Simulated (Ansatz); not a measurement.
The starting structures come from a database of crystals and need not be the phases stable at ambient conditions.

## Evanescent states of BaCuTeF (P4/nmm, 8 atoms a cell, 23.6 Å³ an atom) along the normal of (110)

Level of theory: r2SCAN (plane waves, PAW; Ansatz, an electronic-structure program).

The gap is the functional's own, uncorrected, and κ follows it; spin-orbit coupling is left out. Mid-gap means the computed energy nearest the middle.

Energies count from the valence-band top; κ is the least over a 6×4 mesh across the current.

```csv
E (eV),κ (1/Å),where
0.04,0.063,Γ
0.12,0.105,off Γ
0.20,0.128,off Γ
0.28,0.145,off Γ
0.36,…,off Γ
0.44,…,off Γ
0.52,…,off Γ
0.60,…,off Γ
0.68,…,Γ
0.76,…,Γ
0.84,…,Γ
0.92,…,Γ
1.00,0.121,Γ
1.08,0.100,Γ
1.16,0.071,Γ
1.24,0.010,Γ
```

Task: Complete the blanks.

Result: 
- 0.36, κ (1/Å): 0.158
- 0.44, κ (1/Å): 0.168
- 0.52, κ (1/Å): 0.175
- 0.60, κ (1/Å): 0.180
- 0.68, κ (1/Å): 0.179
- 0.76, κ (1/Å): 0.167
- 0.84, κ (1/Å): 0.153
- 0.92, κ (1/Å): 0.138
